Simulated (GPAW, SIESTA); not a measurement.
A SIESTA input for a self-consistent single point of K3Ga (I4/mmm, 4 atoms in the cell) (DFT, LDA PW92, numerical atomic orbitals TZP, PseudoDojo LDA standard norm-conserving potentials (rewritten from UPF to PSML)):

```
# files in the folder: K.psml Ga.psml (PseudoDojo LDA standard)
SystemName  K3Ga
SystemLabel siesta

NumberOfAtoms                4
NumberOfSpecies              2
%block ChemicalSpeciesLabel
  1 19 K
  2 31 Ga
%endblock ChemicalSpeciesLabel
LatticeConstant              1.0 Bohr
%block LatticeVectors
    -5.404153734    5.404153734   10.586695505
     5.404153734   -5.404153734   10.586695505
     5.404153734    5.404153734  -10.586695505
%endblock LatticeVectors
AtomicCoordinatesFormat      Ang
%block AtomicCoordinatesAndAtomicSpecies
     0.000000000    2.859755000    2.801119000  1
     2.859755000    0.000000000    2.801119000  1
     0.000000000    0.000000000    5.602238000  1
     0.000000000    0.000000000    0.000000000  2
%endblock AtomicCoordinatesAndAtomicSpecies

XC.functional                LDA
XC.authors                   PW92
PAO.BasisSize                TZP
PAO.EnergyShift              0.01 Ry
MeshCutoff                   300 Ry
%block kgrid.MonkhorstPack
    6   0   0  0.0
    0   6   0  0.0
    0   0   6  0.0
%endblock kgrid.MonkhorstPack
OccupationFunction           MP
OccupationMPOrder            0
ElectronicTemperature        3156.43 K

MaxSCFIterations             150
SCF.Mixer.Method             Broyden
SCF.Mixer.Weight             0.1
SCF.Mixer.History            8
SCF.DM.Tolerance             1.0E-04
Diag.ParallelOverK           true
WriteForces                  true
Charge.Mulliken              end
```

**Question.** Translate this input to GPAW.

**Answer.** This is the input that was run; spellings and numerical settings could be chosen otherwise.

```python
from ase import Atoms
from ase.units import GPa
from gpaw import GPAW, PW

atoms = Atoms(['K', 'K', 'K', 'Ga'],
              cell=[[-2.859755, 2.859755, 5.602238],
                    [2.859755, -2.859755, 5.602238],
                    [2.859755, 2.859755, -5.602238]],
              positions=[[0.000000, 2.859755, 2.801119],
                         [2.859755, 0.000000, 2.801119],
                         [0.000000, 0.000000, 5.602238],
                         [0.000000, 0.000000, 0.000000]],
              pbc=True)

calc = GPAW(mode=PW(600),
            xc='LDA',
            kpts={'size': (6, 6, 6), 'gamma': True},
            occupations={'name': 'methfessel-paxton', 'width': 0.272, 'order': 0},
            nbands=-12,
            symmetry={'symmorphic': False, 'tolerance': 0.0005},
            maxiter=100)

atoms.calc = calc

energy = atoms.get_potential_energy()
print('Energy (eV):', round(energy, 6))
forces = atoms.get_forces()
print('Forces (eV/Ang):')
print(forces.round(5))
stress = atoms.get_stress()
print('Stress (GPa, Voigt):', (stress / GPa).round(4))
```

Basis, cutoffs, solver keys and any potentials are the target program's own. This input uses DFT LDA (Perdew-Wang 92), plane waves, GPAW PAW datasets LDA (gpaw-data 1.0.1). LDA parametrisations can differ slightly between programs. Both were run: pressure -0.87 GPa in SIESTA and -0.91 in GPAW.

On GPAW: the starting cell comes from a database of computed structures (which also holds hypothetical and non-ambient phases and stackings), without a prior relaxation at this level. Its lattice was rescaled by a random factor within 2.5 % of one.

On SIESTA: the starting cell comes from a database of computed structures (which also holds hypothetical and non-ambient phases and stackings), without a prior relaxation at this level. Its lattice was rescaled by a random factor within 2.5 % of one. Values carry the incompleteness of an atom-centred basis.
